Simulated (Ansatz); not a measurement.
Amorphous In₂₄O₄₁Nb₂, 67 atoms at 6.32 g/cm³, one PBE-relaxed geometry, zone centre. Methods: PBE, scalar-relativistic without spin-orbit coupling (Ansatz, a first-principles code); r2SCAN, scalar-relativistic without spin-orbit coupling (Ansatz); HSE06, scalar-relativistic without spin-orbit coupling (Ansatz). Plane waves to 420 eV (r2SCAN 500 eV); exact exchange is cut at the cell's faces. At PBE the levels at the filled edge of the gap are localised (band-tail or defect states). All rungs ran without spin polarisation.

The cell was made by melting and quenching with the CHGNet potential and then relaxed with DFT. O atoms were pushed apart under 1.9 Å during the dynamics, to hinder bonds among them. The hot cell started wider than the set density and was brought back towards it in steps. It is the lowest in DFT energy of 2 quenches. It is a model cell: composition and starting density were chosen by hand, and all elements were melted together. No dispersion term was used. Its density started from a set value of 6.32 and ended at 6.32 g/cm³. The quench (nominally 280 K/ps over its main leg) was far faster than any real one, so the model tends to hold more defects than a real film. Values belong to this one cell and scatter from quench to quench. The volume was held where the preparation left it and the shape relaxed, at a PBE pressure of -1.5 GPa (tension). Stress components on the final sampling reach 1.5 GPa.

The relaxation ran on the zone centre alone. At PBE the level gap is 0.80 eV on a 2×2×2 Γ-centred mesh, and the spacing at the zone centre alone 0.80 eV.

What zone-centre spacing does r2SCAN give, roughly?

1.26 eV (+0.46 eV against PBE).

What zone-centre spacing does HSE06 give, roughly?

2.24 eV (+1.44 eV against PBE).

The highest filled and the lowest empty state spread over these numbers of atoms (participation numbers): PBE: 5.5 and 62.3; r2SCAN: 6.1 and 61.3; HSE06: 10.5 and 60.8.
